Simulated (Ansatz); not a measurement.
Cost and result by functional for the surface energy of the (331) surface of fcc Au in its 1x1 cell, outermost plane spacing 0.95 Å in the ideal cut, in Ansatz (plane waves, PAW). Single points on the PBE structure, on one kind of machine; costs are rough ratios of the slab run's core time (references not counted) to the cheapest single point. r2SCAN's cost holds its higher cutoff (500 against 420 eV). Differences are taken against r2SCAN for comparison alone: no measured value is at hand, so the table doesn't rank accuracy.

Slab: 12 atoms, 10.5 Å thick at the start (thin: gaps and levels are the slab's own); k 13x6x1, smearing 0.1 eV, dipole-corrected; all atoms relaxed; held to the part of the start's symmetry that mesh and held atoms allow; no spin, no spin-orbit, no U. These notes are the PBE run's.

| functional | relative cost | surface energy (J/m²) | less r2SCAN (J/m²) |
|---|---|---|---|
| RPBE | 1 | 0.61 | -0.42 |
| LDA | 1 | 1.35 | 0.32 |
| PBEsol | 1 | 1.18 | 0.15 |
| r2SCAN | 2 | 1.03 | 0.00 |
| PBE (the relaxed run's value) | – | 0.84 | -0.18 |

The values span 0.74 J/m², while the single points' costs differ by a factor of roughly 2. Differences are of unrounded values.

Ansatz is a first-principles code.
